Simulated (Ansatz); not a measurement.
Start from Pd in the fcc (Cu type) structure (space group Fm-3m, No. 225; a = 3.9455 Å; relaxed with 0.1 eV smearing).

Computed with Kohn–Sham DFT with the PBE functional, run in Ansatz (a program for electronic structure) with PAW and 420 eV plane waves, no spin-orbit coupling.

Strains are applied to the cell and any free atomic positions relax.

One change was made to it. Results:

The energy increases by 56 meV/atom; the pressure goes from zero to -11.5 GPa.

Question: Which of these changes matches the shifts?
(A) isotropic strain +2.50 %
(B) isotropic strain +1.00 %
(C) isotropic strain +3.00 %
(D) isotropic strain −0.50 %

Answer: C, isotropic strain +3.00 %. For comparison, the energy relative to the base in the other runs: isotropic strain −0.50 % gives +1.8 meV/atom; isotropic strain +1.00 % gives +6.9 meV/atom; isotropic strain +2.50 % gives +40 meV/atom.

No phonon test of stability was made. The final runs are not spin-polarised. Pd lies near a magnetic instability that expansion can trigger; it was not tested.
